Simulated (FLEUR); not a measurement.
FLEUR run on Pb (Fm-3m, 1 atom in the cell): self-consistent single point.

Method: PBE, all-electron FLAPW (FLEUR), scalar-relativistic valence.

```xyz
1
Lattice="0.0000 2.4676 2.4676 2.4676 0.0000 2.4676 2.4676 2.4676 0.0000" Properties=species:S:1:pos:R:3 pbc="T T T"
Pb     0.0000     0.0000     0.0000
```

Reference input (self-consistent single point, DFT, PBE, all-electron FLAPW (FLEUR), scalar-relativistic valence): Kmax = 3.8 1/bohr; GmaxXC = 11.4 1/bohr; xcFunctional = pbe; jspins = 1; l_soc = F; mode = hist; fermiSmearingEnergy = 0.00367493 Htr; mesh (inpgen div1-3) = 8 8 8; inpgen gamma flag = true; Gmax = 11.4 1/bohr; numbands = 0; maxIterBroyd = 15. This run's input differs from it in these lines:

```diff
@@ -13,3 +13,3 @@
 &comp jspins=1 /
-&kpt div1=8 div2=8 div3=8 gamma=t /
+&kpt div1=4 div2=4 div3=4 gamma=t /
 &end /
@@ -33,3 +33,3 @@
    <cell>
-      <bzIntegration valenceElectrons="14.0" mode="hist" fermiSmearingEnergy="0.00367493">
+      <bzIntegration valenceElectrons="14.0" mode="hist" fermiSmearingEnergy="0.00073499">
          <kPointListSelection listName="default-1"/>
```

Output (repeated stretches shortened):

```
 Iteration:     1   Distance:       5.74307547 me/bohr^3
 Iteration:     2   Distance:       5.37817167 me/bohr^3
 Instability in determination of fermi-level,
 doubled temperature broading to continue
 Instability in determination of fermi-level,
 doubled temperature broading to continue
 Instability in determination of fermi-level,
 doubled temperature broading to continue
 Instability in determination of fermi-level,
 doubled temperature broading to continue
 Instability in determination of fermi-level,
 doubled temperature broading to continue
 Instability in determination of fermi-level,
 doubled temperature broading to continue
   [... lines left out ...]
 Instability in determination of fermi-level,
 doubled temperature broading to continue
 Instability in determination of fermi-level,
 doubled temperature broading to continue
 Instability in determination of fermi-level,
 doubled temperature broading to continue
 Instability in determination of fermi-level,
 doubled temperature broading to continue
 Instability in determination of fermi-level,
 doubled temperature broading to continue
 Instability in determination of fermi-level,
 doubled temperature broading to continue
 Instability in determination of fermi-level,
 doubled temperature broading to continue
**************FLEUR-Error*****************
Error message: Determination of fermi-level did not converge
Error occurred in subroutine: ef_newton
Hint: change temp. broad., set gauss = T, or use finer k mesh
Error from PE:0/1
 Last known location:
```

The program stopped with an error at about iteration 2. 

The starting cell has typed, rounded lattice constants, without a prior relaxation at this level. Its lattice was rescaled by up to half a per cent. Values depend on the basis (sphere radii, cutoffs, local orbitals), which need not be converged.
